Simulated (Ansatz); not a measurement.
CdS in the zinc blende structure (space group F-43m, No. 216)

```yaml
crystal:
  lattice:
    - [0.00000, 2.93953, 2.93953]
    - [2.93953, 0.00000, 2.93953]
    - [2.93953, 2.93953, 0.00000]
  atoms:
    - { symbol: S, position: [0.75000, 0.75000, 0.75000] }
    - { symbol: Cd, position: [0.00000, 0.00000, 0.00000] }
```

Level of theory: DFT with r2SCAN, PAW potentials and a 500 eV plane-wave cutoff in Ansatz (a program for electronic structure), no spin-orbit coupling, earlier PAW set. k-mesh 10×10×10 (Γ-centred); smearing 0.05 eV (Fermi–Dirac).

| Item | Result |
|---|---|
| Volume per atom | 25.40 Å³ |
| Density | 4.72 g/cm³ |
| Band gap | 1.54 eV, direct at Γ |
| Electron mass | 0.15 mₑ |
| Hole mass (degenerate bands, along [100]) | 0.16, 0.78, 0.78 mₑ |
| Lowest conduction-band minima above the VBM | Γ 1.54 eV |
| Total energy | -4587.835 eV/atom (σ→0; compares only within this code and set-up) |

Masses are band curvatures over ±0.01 Å⁻¹ around the edge. Semilocal Kohn–Sham gaps tend to fall short of experiment. Whether these cells are dynamically stable was not tested.
